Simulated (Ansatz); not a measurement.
Output of an Ansatz run (abridged):

```
WARN ansatz: RAYON_NUM_THREADS=1 ignored (pool sized by the plan → 1); use --threads N
Pseudopotentials: kind: paw
Pseudopotential: Pb, paw, valence charge 14
Pseudopotential: S, paw, valence charge 6
Crystal: 2 atoms, lattice volume = 53.853 Å³
Basis set: ecut = 420.4159175005146 eV, 1067 PW (Γ)
Bands: 14, of which v1, the nominal top of the filled ones, is band 10 counted from 1 (9 counted from 0)
Symmetry: 6 space group operations
Space group: R3m (ITA 160), of the structure as read, at distance tolerance 3.8e-5 Å
k-points: 44 of 343 (time reversal used)
PAW frozen core: Pb, regenerated for the run's functional, and the local potential with it
PAW frozen core: S, regenerated for the run's functional, and the local potential with it
Initial density: superposition of atomic densities (neutral atoms: chi_scale 0, normalization atom), corrected by the library's trained network
Initial wavefunctions: pseudopotential atomic-orbital guess
Eigensolver: davidson
Functional: x = slater, c = lda
SCF iter   1: F=—  HF=-12472.912123 eV  |F-HF|=—  |Δ(HF+E_count)|=         —  Δρ=5.63e-3  dr2=2.49e-2  ethr=1.77e-3  ⟨swp⟩=6.0  Hψ=3661  notcnv=0
all-band conjugate gradients solve this SCF's bands
preconditioner: auto → none
SCF iter   2: F=—  HF=-12472.904394 eV  |F-HF|=—  |Δ(HF+E_count)|=   7.73e-3  Δρ=2.55e-3  dr2=5.54e-3  ethr=1.25e-4  ⟨swp⟩=1.4  Hψ=1019  notcnv=0
SCF iter   3: F=—  HF=-12472.902776 eV  |F-HF|=—  |Δ(HF+E_count)|=   1.62e-3  Δρ=3.19e-4  dr2=6.93e-5  ethr=2.77e-5  ⟨swp⟩=2.0  Hψ=691  notcnv=0
SCF iter   4: F=—  HF=-12472.902766 eV  |F-HF|=—  |Δ(HF+E_count)|=   9.47e-6  Δρ=1.49e-4  dr2=1.78e-5  ethr=3.46e-7  ⟨swp⟩=2.0  Hψ=1056  notcnv=0
SCF iter   5: F=—  HF=-12472.902760 eV  |F-HF|=—  |Δ(HF+E_count)|=   6.09e-6  Δρ=2.96e-5  dr2=1.84e-7  ethr=8.88e-8  ⟨swp⟩=2.0  Hψ=1056  notcnv=0
SCF iter   6: F=-12472.902760 eV  HF=-12472.902760 eV  |F-HF|=5.76e-9  |Δ(HF+E_count)|=   1.53e-7  Δρ=7.28e-6  dr2=2.19e-8  ethr=5.00e-10  ⟨swp⟩=5.6  Hψ=3029  notcnv=0
SCF 1 converged in 6 iterations: F = -12472.902760 eV  dr2 = 2.19e-8
SCF converged after 6 iterations
Free energy (F): -12472.902760 eV
Harris-Foulkes:  -12472.902760 eV  (|F-HF|=5.76e-9)
Internal energy: -12472.902756 eV  (E = F + TS)
E sigma→0 (E₀):  -12472.902758 eV
Entropy (-TS):   -0.000004 eV (-0.002 meV/atom)
Fermi energy:    7.802154 eV
--- Per-component energies (eV) ---
  E_band       = -68.583224
  E_kinetic    = 393.029967
  E_local      = -1250.680014  (includes V_loc(G=0)·N_el)
  E_nonlocal   = 383.564345
  E_hartree    = 482.229188
  E_xc         = -315.270509
  E_vxc        = -220.938633  (∫ρ·V_xc dr)
  E_paw        = -10668.958524  (= ΣΔE_a)
  E_vpaw       = -338.011760  (= ΣTr[D̂ρ^β])
  E_aug_tail   = 0.000048  (compensation charges beyond the density's cutoff)
  E_ewald      = -1496.892740
  E_core_change = 0.075484  (= ΣΔE_core)
  E_smearing   = -0.000004  (= −TS)
  E_closure    = 0.000000  (closes the sum)
  Σ components = -12472.902760   (vs F -12472.902760, Δ=0.00e0)
--- Forces (eV/Å), atoms counted from 1 ---
  atom   1  Pb    -0.00000000    -0.00000000     0.00503003
  atom   2  S      0.00000000     0.00000000    -0.00502608
  max |Σ_I F_I| component: 3.94e-6 eV/Å
--- Stress (GPa, compression-positive) ---
       -4.106284       0.000000       0.000000
        0.000000      -4.106284       0.000000
        0.000000       0.000000      -3.965699
  P = ⅓ Tr σ = -4.0594 GPa (-40.594 kbar)
  The stress holds the Pulay correction. Without it, at fixed plane waves, as pw.x and ABINIT print it: P = -4.0749 GPa
--- Band table (eV; the first three rows and the last of 44) ---
  k-point 0: bands = ["-9.0349", "-9.0337", "-9.0337", "-9.0260", "-9.0260", "-5.6734", "1.4632", "5.6297", "5.6297", "5.6538", "12.5117", "12.5927", "12.5927", "14.3757"]
  k-point 1: bands = ["-9.0348", "-9.0335", "-9.0325", "-9.0240", "-9.0233", "-5.5044", "0.9544", "5.6787", "5.6977", "5.9938", "11.1862", "11.7413", "11.7426", "14.2069"]
  k-point 2: bands = ["-9.0455", "-9.0441", "-9.0313", "-9.0075", "-9.0063", "-5.0493", "-0.1020", "5.8146", "5.8325", "6.6685", "9.4813", "10.4785", "10.4856", "14.5450"]
  k-point 43: bands = ["-9.0684", "-9.0462", "-9.0266", "-8.9990", "-8.9919", "-4.3865", "-0.9410", "4.8555", "5.7498", "6.7373", "8.8151", "9.9717", "10.9270", "15.7399"]
```

The structure:

```xyz
2
Lattice="2.1190 1.2234 3.4623 -2.1190 1.2234 3.4623 0.0000 -2.4468 3.4623" Properties=species:S:1:pos:R:3 pbc="T T T"
Pb     0.0000     0.0000    10.2350
S      0.0000     0.0000     4.9341
```

Write an input that gives this output.

Other spellings and defaults could give the same log, and not every line can be read from it. The input that was run (DFT, LDA (PW92), plane waves, default PAW files made with PBE):

Ansatz 0.2 input:
```yaml
crystal:
  lattice:
    - [2.118998, 1.223404, 3.462273]
    - [-2.118998, 1.223404, 3.462273]
    - [0.000000, -2.446808, 3.462273]
  atoms:
    - { symbol: Pb, position_ang: [-0.000000, 0.000000, 10.235005] }
    - { symbol: S, position_ang: [0.000000, 0.000000, 4.934123] }
basis:
  ecutwfc: 30.9 Ry
kpoints:
  mp_grid:
    grid: [7, 7, 7]
hamiltonian:
  xc: lda
  pseudopotentials:
    kind: paw
scf:
  occupations:
    method: fermi_dirac
    width: 0.0037 Ry
output:
  forces: true
  eigenvalues: true
  stress: true
```

The starting cell comes from a database of computed structures (which also holds hypothetical and non-ambient phases and stackings), without a prior relaxation at this level. Its lattice was rescaled by up to half a per cent. One atom was moved a little off its site on purpose. Spin-orbit coupling is off. With a pressure of about -4 GPa the cell is away from its equilibrium volume at this level. Ansatz's pressure includes its estimate of the finite-basis (Pulay) stress.

Ansatz is a first-principles code.
